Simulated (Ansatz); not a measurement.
Worked example: self-consistent single point of the (001) slab of NaCl (cut from a parent of space group no. 225; 8 atoms in the cell) in Ansatz (a quantum-chemistry and plane-wave program).

Method: PBE (plane waves, PAW; Ansatz).

The change in words: vacuum of 10 angstrom (first run: 14 Å); efield.axis: default → 3; efield.dipole_correction: default → true. Reference geometry:
```
NaCl
1.0
    4.00005     0.00000     0.00000
   -4.00005     4.00005     0.00000
    0.00000     0.00000    22.48541
Cl Na
4 4
Direct
  0.00000   0.50000   0.43711
  0.00000   0.00000   0.31131
  0.00000   0.50000   0.68869
  0.00000   0.00000   0.56289
  0.00000   0.00000   0.43711
  0.00000   0.50000   0.31131
  0.00000   0.00000   0.68869
  0.00000   0.50000   0.56289
```

Reference input (self-consistent single point, DFT, PBE, plane waves, default PAW files): basis.ecutwfc = 420 eV; kpoints.mp_grid.grid = 8 8 1; hamiltonian.xc = pbe; hamiltonian.pseudopotentials = {kind: paw} (the program's default PAW files); scf.occupations.method = fermi_dirac; scf.occupations.width = 0.01 eV. This run's input differs from it in these lines:

Ansatz 0.2 input:
```diff
@@ -5,12 +5,12 @@
     - [-4.000046, 4.000046, 0.000000]
-    - [0.000000, 0.000000, 22.485405]
+    - [0.000000, 0.000000, 18.485407]
   atoms:
-    - { symbol: Cl, position: [0.000000, 0.500000, 0.437106] }
-    - { symbol: Cl, position: [0.000000, 0.000000, 0.311313] }
-    - { symbol: Cl, position: [0.000000, 0.500000, 0.688687] }
-    - { symbol: Cl, position: [0.000000, 0.000000, 0.562894] }
-    - { symbol: Na, position: [0.000000, 0.000000, 0.437106] }
-    - { symbol: Na, position: [0.000000, 0.500000, 0.311313] }
-    - { symbol: Na, position: [0.000000, 0.000000, 0.688687] }
-    - { symbol: Na, position: [0.000000, 0.500000, 0.562894] }
+    - { symbol: Cl, position: [1.000000, 0.500000, 0.423497] }
+    - { symbol: Cl, position: [0.000000, 0.000000, 0.270484] }
+    - { symbol: Cl, position: [1.000000, 0.500000, 0.729516] }
+    - { symbol: Cl, position: [0.000000, 0.000000, 0.576503] }
+    - { symbol: Na, position: [0.000000, 0.000000, 0.423497] }
+    - { symbol: Na, position: [1.000000, 0.500000, 0.270484] }
+    - { symbol: Na, position: [0.000000, 0.000000, 0.729516] }
+    - { symbol: Na, position: [1.000000, 0.500000, 0.576503] }
 basis:
@@ -22,2 +22,5 @@
   pseudopotentials: { kind: paw }
+efield:
+  axis: 3
+  dipole_correction: true
 scf:
@@ -27,3 +30,2 @@
   eigenvalues: true
-  stress: true
```

The program printed (abridged):

```
SCF iter   1: F=—  HF=-10277.917293 eV  |F-HF|=—  |Δ(HF+E_count)|=         —  Δρ=4.06e-4  dr2=6.55e-4  ethr=1.77e-3  p=0.000 e·Å  D=4.53e-14 V/Å  ΔV_dip=-0.00 eV  dr2_dipole=1.85e-8  V_vac-E_F(+/−)=4.03/4.03 eV  ⟨swp⟩=9.5  Hψ=2658  notcnv=0
all-band conjugate gradients solve this SCF's bands
efield: sawtooth ramp at fractional position 0.9500 (placed from the atoms, in the widest stretch of the axis that holds none …
   [... lines left out ...]
WARN: efield: at this solve's end the planar-averaged density reaches 1.58e-4 e/Å³ inside the ramp window [0.8959, 0.1041] (bound 1e-5 e/Å³) …
SCF 1 converged in 6 iterations: F = -10277.916486 eV  dr2 = 4.28e-8
Free energy (F): -10277.916486 eV
Internal energy: -10277.916486 eV  (E = F + TS)
E sigma→0 (E₀):  -10277.916486 eV
Fermi energy:    0.603560 eV
Dipole field:    D = 0.000002 V/Å  (p = 0.000003 e·Å, saw-weighted, corrected)
Work function:   Φ+ = withheld (plateau slope 1.3e-2 eV/Å)   Φ− = 3.9464 eV
Levels:          The Fermi level and band energies are counted from a zero that moves with the ramp; work functions are not
Vacuum region:   at the solve's end the planar-averaged density reaches 1.58e-4 e/Å³ inside the ramp window [0.8959, 0.1041] (bound 1e-5 e/Å³)
--- Forces (eV/Å), atoms counted from 1 ---
  atom   1  Cl    -0.00000000     0.00000000    -0.00932237
  atom   2  Cl     0.00000000     0.00000000    -0.17894146
  atom   3  Cl     0.00000000     0.00000000     0.17894762
  atom   4  Cl    -0.00000000     0.00000000     0.00930738
  atom   5  Na    -0.00000000     0.00000000    -0.01156921
  atom   6  Na     0.00000000     0.00000000     0.14685184
  atom   7  Na    -0.00000000     0.00000000    -0.14684995
  atom   8  Na     0.00000000     0.00000000     0.01157707
```

The run converged in 6 iterations. Against the reference run the free energy stays essentially unchanged (within 1 meV/atom), the largest force stays at 0.179 eV/Å and the gap on the mesh goes from 4.887 to 4.844 eV.

The starting cell has typed, rounded lattice constants, without a prior relaxation at this level. The slab is cut from that crystal, and its faces are unrelaxed. Its lattice was rescaled by up to half a per cent. Spin polarisation is off, though cut faces can carry moments; a gap of a slab can lie between surface states.
